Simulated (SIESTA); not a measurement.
**Input and output of a self-consistent single point for CsCaH3 (P4mm, 5 atoms in the cell) (SIESTA)**

Level of theory: LDA PW92, numerical atomic orbitals DZP, PseudoDojo LDA standard norm-conserving potentials (rewritten from UPF to PSML) in SIESTA 5.4.2.

Input as run:

```
# files in the folder: Cs.psml Ca.psml H.psml (PseudoDojo LDA standard)
SystemName  CsCaH3
SystemLabel siesta

NumberOfAtoms                5
NumberOfSpecies              3
%block ChemicalSpeciesLabel
  1 55 Cs
  2 20 Ca
  3 1 H
%endblock ChemicalSpeciesLabel
LatticeConstant              1.0 Ang
%block LatticeVectors
     4.598084000    0.000000000    0.000000000
     0.000000000    4.598084000    0.000000000
     0.000000000    0.000000000    4.598084000
%endblock LatticeVectors
AtomicCoordinatesFormat      Ang
%block AtomicCoordinatesAndAtomicSpecies
     0.000000000    0.000000000    0.049999565  1
     2.299042000    2.299042000    2.299042000  2
     2.299042000    0.000000000    2.299042000  3
     0.000000000    2.299042000    2.299042000  3
     2.299042000    2.299042000    0.000000000  3
%endblock AtomicCoordinatesAndAtomicSpecies

XC.functional                LDA
XC.authors                   PW92
PAO.BasisSize                DZP
PAO.EnergyShift              0.01 Ry
MeshCutoff                   300 Ry
%block kgrid.MonkhorstPack
    6   0   0  0.0
    0   6   0  0.0
    0   0   6  0.0
%endblock kgrid.MonkhorstPack
OccupationFunction           FD
ElectronicTemperature        10 K

MaxSCFIterations             150
SCF.Mixer.Method             Pulay
SCF.Mixer.Weight             0.2
SCF.Mixer.History            8
SCF.DM.Tolerance             1.0E-04
Diag.ParallelOverK           true
WriteForces                  true
```

Log, with long lists cut:

```
reinit: Reading from file input.fdf

reinit: System Name: CsCaH3
reinit: System Label: siesta

coor:   Atomic-coordinates input format  =     Cartesian coordinates
coor:                                          (in Angstroms)

siesta: Atomic coordinates (Bohr) and species
siesta:      0.00000   0.00000   0.09449  1        1
siesta:      4.34456   4.34456   4.34456  2        2
siesta:      4.34456   0.00000   4.34456  3        3
siesta:      0.00000   4.34456   4.34456  3        4
siesta:      4.34456   4.34456   0.00000  3        5

siesta: System type = bulk

initatomlists: Number of atoms, orbitals, and projectors:      5    33    51

siesta: ******************** Simulation parameters ****************************
redata: Spin configuration                          = none
redata: Time-Reversal Symmetry                      = T
redata: Number of Atomic Species                    =        3
redata: Mesh Cutoff                                 =   300.0000 Ry
redata: Net charge of the system                    =     0.0000 |e|
redata: Min. number of SCF Iter                     =        0
redata: Max. number of SCF Iter                     =      150
redata: SCF convergence failure will abort job
redata: SCF mix quantity                            = Hamiltonian
redata: Mix DM or H after convergence               =   F
redata: Recompute H after scf cycle                 =   F
redata: Mix DM in first SCF step                    =   T
redata: No kicks to SCF
redata: DM Mixing Weight for Kicks                  =     0.5000
redata: Require Harris convergence for SCF          =   F
redata: Harris energy tolerance for SCF             =     0.000100 eV
redata: Require DM convergence for SCF              =   T
redata: DM tolerance for SCF                        =     0.000100
redata: Require EDM convergence for SCF             =   F
redata: EDM tolerance for SCF                       =     0.001000 eV
redata: Require H convergence for SCF               =   T
redata: Hamiltonian tolerance for SCF               =     0.001000 eV
redata: Require (free) Energy convergence for SCF   =   F
redata: (free) Energy tolerance for SCF             =     0.000100 eV
redata: Using DFT-D3 dispersion                     =   F
redata: Using Saved Data (generic)                  =   F
redata: Method of Calculation                       = Diagonalization
redata: Electronic Temperature                      =    10.0000 K
redata: Number of TDED substeps                     =        3
redata: Dynamics option                             = Single-point calculation
redata: Save all siesta data in one NC              =   F
redata: ***********************************************************************

%block SCF.Mixers
  Pulay
%endblock SCF.Mixers

%block SCF.Mixer.Pulay
  # Mixing method
  method pulay
  variant stable

  # Mixing options
  weight 0.2000
  weight.linear 0.2000
  history 8
%endblock SCF.Mixer.Pulay

DM_history_depth set to one: no extrapolation allowed by default for geometry relaxation
Size of DM history Fstack: 1
Total number of electrons:    22.000000
Total ionic charge:    22.000000

* ProcessorY, Blocksize:    1  34

* Orbital distribution balance (max,min):    33    33

k-point displ. along   1 input, could be:     0.00    0.50
k-point displ. along   2 input, could be:     0.00    0.50
k-point displ. along   3 input, could be:     0.00    0.50
 Kpoints in:          144 . Kpoints trimmed:          132

siesta: k-grid: Number of k-points = 132
siesta: k-points from Monkhorst-Pack grid
siesta: k-cutoff (effective) =    13.794 Ang
siesta: k-point supercell and displacements
siesta: k-grid:     6     0     0      0.000
siesta: k-grid:     0     6     0      0.000
siesta: k-grid:     0     0     6      0.000

diag: Algorithm                                     = D&C
diag: Parallel over k                               =   F
diag: Use parallel 2D distribution                  =   F
diag: Parallel block-size                           = 34
diag: Parallel distribution                         =     1 x     1
diag: Used triangular part                          = Lower
diag: Absolute tolerance                            =  0.100E-15
diag: Orthogonalization factor                      =  0.100E-05
diag: Memory factor                                 =  1.0000

superc: Internal auxiliary supercell:     5 x     5 x     5  =     125
superc: Number of atoms, orbitals, and projectors:    625   4125   6375

                        Single-point calculation

superc: Internal auxiliary supercell:     5 x     5 x     5  =     125
superc: Number of atoms, orbitals, and projectors:    625   4125   6375

outcell: Unit cell vectors (Ang):
        4.598084    0.000000    0.000000
        0.000000    4.598084    0.000000
        0.000000    0.000000    4.598084

outcell: Cell vector modules (Ang)   :    4.598084    4.598084    4.598084
outcell: Cell angles (23,13,12) (deg):     90.0000     90.0000     90.0000
outcell: Cell volume (Ang**3)        :     97.2144
new_DM -- step:     1
Initializing Density Matrix...

Attempting to read DM from file... Failed...
DM filled with atomic data:

InitMesh: MESH = 48 x 48 x 48 = 110592
InitMesh: Mesh cutoff (required, used) =   300.000   301.183 Ry

stepf: Fermi-Dirac step function

        iscf     Eharris(eV)        E_KS(eV)     FreeEng(eV)     dDmax    Ef(eV) dHmax(eV)
   scf:    1    -1729.812007    -1735.112748    -1735.112748  1.446602 -2.928103  4.017824
   scf:    2    -1736.566932    -1735.867941    -1735.867941  0.080941 -3.469772  2.700471
   scf:    3    -1736.896482    -1736.498361    -1736.498361  0.229314 -4.667683  0.322992
   scf:    4    -1736.499387    -1736.499015    -1736.499015  0.010664 -4.897245  0.050349
   scf:    5    -1736.499294    -1736.499191    -1736.499191  0.006102 -4.899322  0.005321
   scf:    6    -1736.499195    -1736.499193    -1736.499193  0.000693 -4.900061  0.000767
   scf:    7    -1736.499193    -1736.499193    -1736.499193  0.000106 -4.901066  0.001320
   scf:    8    -1736.499193    -1736.499193    -1736.499193  0.000070 -4.900172  0.000214

SCF Convergence by DM+H criterion
max |DM_out - DM_in|         :     0.0000704497
max |H_out - H_in|      (eV) :     0.0002138070
SCF cycle converged after 8 iterations

Using DM_out to compute the final energy and forces

siesta: E_KS(eV) =            -1736.4992

siesta: E_KS - E_eggbox =     -1736.4992

siesta: Atomic forces (eV/Ang):
     1    0.000000   -0.000000   -0.102167
     2    0.000000   -0.000000    0.065412
     3   -0.000000   -0.000000    0.007912
     4   -0.000000   -0.000000    0.007912
     5   -0.000000   -0.000000    0.021380
   Tot    0.000000   -0.000000    0.000450
   Max    0.102167
   Res    0.031937    sqrt( Sum f_i^2 / 3N )
   Max    0.102167    constrained

Stress tensor Voigt[x,y,z,yz,xz,xy] (kbar):       -1.98       -1.98       -1.95        0.00       -0.00        0.00
(Free)E + p*V (eV/cell)    -1736.3795
Target enthalpy (eV/cell)    -1736.4992

siesta: Program's energy decomposition (eV):
siesta: Ebs     =      -444.808078
siesta: Eions   =      2718.070889
siesta: Ena     =       664.418067
siesta: Ekin    =       536.956385
siesta: Enl     =       171.232746
siesta: Eso     =         0.000000
siesta: Edftu   =         0.000000
siesta: DEna    =        17.443496
siesta: DUscf   =         2.058573
siesta: DUext   =         0.000000
siesta: Ex      =      -364.866653
siesta: Ec      =       -45.670918
siesta: Exc     =      -410.537571
siesta: Eharris =     -1736.499193
siesta: Etot    =     -1736.499193
siesta: FreeEng =     -1736.499193

siesta: Atomic forces (eV/Ang):
siesta:      1    0.000000   -0.000000   -0.102167
siesta:      2    0.000000   -0.000000    0.065412
siesta:      3   -0.000000   -0.000000    0.007912
siesta:      4   -0.000000   -0.000000    0.007912
siesta:      5   -0.000000   -0.000000    0.021380
siesta: ----------------------------------------
siesta:    Tot    0.000000   -0.000000    0.000450

siesta: Stress tensor (static) (eV/Ang**3):
siesta:    -0.001239    0.000000   -0.000000
siesta:     0.000000   -0.001239    0.000000
siesta:    -0.000000    0.000000   -0.001216

siesta: Cell volume =         97.214423 Ang**3

siesta: Pressure (static):
siesta:                Solid            Molecule  Units
siesta:           0.00001341          0.00000665  Ry/Bohr**3
siesta:           0.00123109          0.00061035  eV/Ang**3
siesta:           1.97241954          0.97788757  kBar
```

The run converged in 8 iterations.

The starting cell comes from a database of computed structures (which also holds hypothetical and non-ambient phases and stackings), without a prior relaxation at this level. Its lattice was rescaled by up to half a per cent. One atom was moved a little off its site on purpose. Values carry the incompleteness of an atom-centred basis.
